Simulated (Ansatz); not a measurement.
Base system: Hf in the hcp (Mg type) structure (space group P6_3/mmc, No. 194; a = 3.1983 Å, c = 5.0488 Å; relaxed with 0.1 eV smearing). Axes: x lies along a and z along c of the hexagonal cell.

Calculations: r2SCAN, PAW, 500 eV (Ansatz, a program for electronic structure; no spin-orbit coupling).

Now apply this change: the cell is stretched by 3.00 % along x with no lateral relaxation, atoms relaxed at fixed cell.

**Question.** What does the calculation give for the largest internal atomic displacement after the change?

**Answer.** The largest internal atomic displacement amounts to 0.021 Å.

**Question.** What does the calculation give for the energy relative to the base after the change?

**Answer.** The energy increases by 11 meV/atom.

The cells carry an imposed strain or load. No phonon test of stability was made. The final runs are not spin-polarised.
